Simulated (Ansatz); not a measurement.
Functionals compared on the (31-40) surface of hcp Sc in its 1x1 cell, outermost plane spacing 0.53 Å in the ideal cut, in Ansatz (plane waves, PAW). The structure was relaxed with PBE; the other rows are single points on it, each with its references at the same level. Cutoff 420 eV (500 eV for r2SCAN).

Model: 28-atom slab, 10.9 Å thick at the start, 7x4x1 mesh, Fermi-Dirac 0.1 eV, dipole correction, all atoms relaxed; symmetry of the start imposed; no spin, no spin-orbit, no U. These notes are the PBE run's.

```csv
functional,surface energy (J/m²),work function of the top face (eV),rough cost of the single point
PBE,1.26,3.26,–
LDA,1.43,3.42,about 4 core-minutes (a rough figure)
PBEsol,?,?,about 5 core-minutes (a rough figure)
RPBE,1.15,3.17,roughly 5 core-minutes
r2SCAN,1.34,3.33,very roughly 9 core-minutes
```

Q: What belongs in the gaps?

A: 
- PBEsol, surface energy (J/m²): 1.37
- PBEsol, work function of the top face (eV): 3.30

Ansatz is a program for electronic structure.
